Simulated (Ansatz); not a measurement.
Tunnelling through a barrier is set by its complex band structure: the current falls as exp(−2κd) with the smallest κ.

Given:

```yaml
crystal:
  lattice:
    - [5.53339, 0.00000, 0.00000]
    - [-2.76670, 4.79206, 0.00000]
    - [2.76670, 1.59735, 2.25900]
  atoms:
    - { symbol: Sr, position: [0.00000, 0.00000, 0.00000] }
    - { symbol: Ti, position: [0.00000, 0.50000, 0.50000] }
    - { symbol: O, position: [0.50000, 0.00000, 0.00000] }
    - { symbol: O, position: [0.50000, 0.50000, 0.00000] }
    - { symbol: O, position: [0.00000, 0.50000, 0.00000] }
```

The cell is taken as given; by r2SCAN it stands under a pressure of -0.8 GPa.

Transport runs along the normal of the first two printed cell vectors, the (111) plane of the conventional cell.

No gap correction and no spin-orbit coupling; mid-gap is the computed energy nearest the middle.

Problem. Predict the band gap and the smallest decay constant κ at mid-gap from r2SCAN run with Ansatz (a first-principles code).

Solution. Gap 2.25 eV on a 14×14×14 mesh; κ = 0.294 1/Å, at the zone centre.
